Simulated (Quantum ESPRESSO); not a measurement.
## Habitual settings against a tight run: FeNi3 (Pm-3m, 4 atoms in the cell)

Self-consistent single point.

```yaml
crystal:
  lattice:
    - [3.52938, 0.00000, 0.00000]
    - [0.00000, 3.52938, 0.00000]
    - [0.00000, 0.00000, 3.52938]
  atoms:
    - { symbol: Fe, position: [0.00000, 0.00000, 0.00000], spin: 4.0 }
    - { symbol: Ni, position: [0.00000, 0.50000, 0.50000], spin: 2.0 }
    - { symbol: Ni, position: [0.50000, 0.00000, 0.50000], spin: 2.0 }
    - { symbol: Ni, position: [0.50000, 0.50000, 0.00000], spin: 2.0 }
```
(The spins are starting values, not results.)

Method: PBE, PSlibrary PAW (PBE) pseudopotentials (plane waves; Quantum ESPRESSO 7.5).

Base settings: ecutwfc = 55 Ry; ecutrho = 330 Ry; occupations = smearing; smearing = cold; degauss = 0.0073499 Ry; nspin = 2; potentials = {Fe: Fe.pbe-n-kjpaw_psl.1.0.0.UPF, Ni: Ni.pbe-n-kjpaw_psl.1.0.0.UPF}; K_POINTS = automatic 6 6 6 0 0 0; conv_thr = 1e-11 Ry; mixing_beta = 0.2.

Tight run (finer mesh or higher cutoff; not a proven limit): ecutwfc: 55 Ry → 77 Ry; ecutrho: 330 Ry → 462 Ry; conv_thr: 1e-11 Ry → 7.3e-11 Ry; K_POINTS: automatic 6 6 6 0 0 0 → automatic 9 9 9 0 0 0. It gave Fermi level (on the code's own zero) 13.86 eV; pressure 2.95 GPa; size of the cell's spin moment 4.80 μB; site moments (μB, in the program's spheres or projections) Fe 2.89, Ni 0.69, Ni 0.69, Ni 0.69.

Quick runs, as changes from the base:
- A: the base itself
- B: ecutwfc: 55 Ry → 44 Ry; ecutrho: 330 Ry → 264 Ry; conv_thr: 1e-11 Ry → 7.3e-05 Ry; pseudopotentials: {Fe: Fe.pbe-n-kjpaw_psl.1.0.0.UPF, Ni: Ni.pbe-n-kjpaw_psl.1.0.0.UPF} → {Fe: Fe.pz-n-kjpaw_psl.1.0.0.UPF, Ni: Ni.pz-n-kjpaw_psl.1.0.0.UPF}; K_POINTS: automatic 6 6 6 0 0 0 → automatic 2 2 2 1 1 1 [LDA (PZ)]
- C: ecutwfc: 55 Ry → 38 Ry; ecutrho: 330 Ry → 228 Ry; smearing: cold → mp; degauss: 0.0073499 Ry → 0.0147 Ry; pseudopotentials: {Fe: Fe.pbe-n-kjpaw_psl.1.0.0.UPF, Ni: Ni.pbe-n-kjpaw_psl.1.0.0.UPF} → {Fe: Fe.pz-n-kjpaw_psl.1.0.0.UPF, Ni: Ni.pz-n-kjpaw_psl.1.0.0.UPF}; K_POINTS: automatic 6 6 6 0 0 0 → automatic 4 4 4 1 1 1 [LDA (PZ)]

Dashes: pressure of B, not trusted under this conv_thr with d or f elements; time of B, under 30 s.

† marks runs with another functional, U, potentials or spin treatment: their distance from the tight run is not a convergence error alone.

The count of work is k-points × plane waves × bands × iterations; it is no time. Core times come from one kind of shared machine and are given to one figure; runs under 30 s give none.

The starting cell comes from a database of computed structures (which also holds hypothetical and non-ambient phases and stackings), without a prior relaxation at this level. Its lattice was rescaled by a random factor within 2.5 % of one. The magnetic order is the one reached from the typed start; others were not searched systematically.

| run | pressure less tight (GPa) | size of the net moment less tight (μB/atom) | count of work / tight | core time / tight (rough) |
|---|---|---|---|---|
| A | 0.03 | 0.02 | 0.28 | 0.4 |
| B† | – | -0.20 | 0.0041 | – |
| C† | -18.17 | -0.01 | 0.036 | 0.1 |

Left out of this page: 3 runs of the series outside the window shown, repeating another row's setting, or not comparable.
